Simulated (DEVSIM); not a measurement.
Structure: Ni/Al2O3/p-Si capacitor, at 400 K.

```tsv
layer (left to right)	material	thickness (nm)	Na (cm⁻³)
1	Al2O3	5.60	-
2	Si	6500	7.7e15
```

Metal gate on the left, work function 5.1 eV. Fixed charge at the semiconductor interface -2.1e11 cm⁻² (in units of +e); interface traps 1e10 cm⁻² eV⁻¹, uniform in energy, neutral level at 0.5 of the gap above the valence band.

Constants are typed, rounded textbook-type inputs, not results; the design itself was drawn at random and stands for no fabricated device. Values at 300 K; Nc and Nv go as T^1.5, mobilities as T to minus their exponent, the gap by Varshni's rule with the affinity fixed.

| parameter | Al2O3 | Si |
|---|---|---|
| gap (eV) | 6.8 | 1.124 |
| affinity (eV) | 1.35 | 4.05 |
| permittivity | 9 | 11.7 |
| Nc (cm⁻³) | - | 2.86e19 |
| Nv (cm⁻³) | - | 3.1e19 |
| Varshni α (eV/K) | - | 0.000473 |
| Varshni β (K) | - | 636 |

Model (solved in DEVSIM): 1D Poisson equation in equilibrium, Boltzmann statistics, complete ionisation; no quantum confinement or tunnelling. Metal contacts follow the ideal Schottky-Mott rule: no Fermi-level pinning, no interface dipoles.

Tabulate band edges, carrier densities and field at 0.6 V on the gate.

Energies count from the Fermi level of the right contact; mesh points crowd at the junctions.

| x (μm) | Ec (eV) | Ev (eV) | n (cm⁻³) | p (cm⁻³) | field (V/cm) |
|---|---|---|---|---|---|
| 0.000 | 3.150 | -3.650 | < 1e2 | < 1e2 | 75000 |
| 0.001213 | 3.159 | -3.641 | < 1e2 | < 1e2 | 75000 |
| 0.003163 | 3.174 | -3.626 | < 1e2 | < 1e2 | 75000 |
| 0.004833 | 3.186 | -3.614 | < 1e2 | < 1e2 | 75000 |
| 0.006435 | 0.494 | -0.602 | 2.6e13 | 1.2e12 | 25000 |
| 0.008941 | 0.501 | -0.596 | 2.2e13 | 1.5e12 | 25000 |
| 0.01459 | 0.514 | -0.582 | 1.5e13 | 2.2e12 | 24000 |
| 0.03550 | 0.562 | -0.534 | 3.6e12 | 8.9e12 | 22000 |
| 0.07450 | 0.638 | -0.458 | 4.0e11 | 8.1e13 | 17000 |
| 0.1625 | 0.745 | -0.351 | 1.8e10 | 1.8e15 | 7500 |
| 0.3731 | 0.794 | -0.302 | 4.3e9 | 7.4e15 | 240 |
| 1.095 | 0.795 | -0.301 | 4.2e9 | 7.7e15 | ≈ 0 |
| 2.549 | 0.795 | -0.301 | 4.2e9 | 7.7e15 | ≈ 0 |
| 4.616 | 0.795 | -0.301 | 4.2e9 | 7.7e15 | ≈ 0 |
| 5.868 | 0.795 | -0.301 | 4.2e9 | 7.7e15 | ≈ 0 |
| 6.233 | 0.795 | -0.301 | 4.2e9 | 7.7e15 | ≈ 0 |
| 6.385 | 0.795 | -0.301 | 4.2e9 | 7.7e15 | ≈ 0 |
| 6.453 | 0.795 | -0.301 | 4.2e9 | 7.7e15 | ≈ 0 |
| 6.489 | 0.795 | -0.301 | 4.2e9 | 7.7e15 | ≈ 0 |
| 6.499 | 0.795 | -0.301 | 4.2e9 | 7.7e15 | ≈ 0 |
| 6.503 | 0.795 | -0.301 | 4.2e9 | 7.7e15 | ≈ 0 |
| 6.506 | 0.795 | -0.301 | 4.2e9 | 7.7e15 | ≈ 0 |
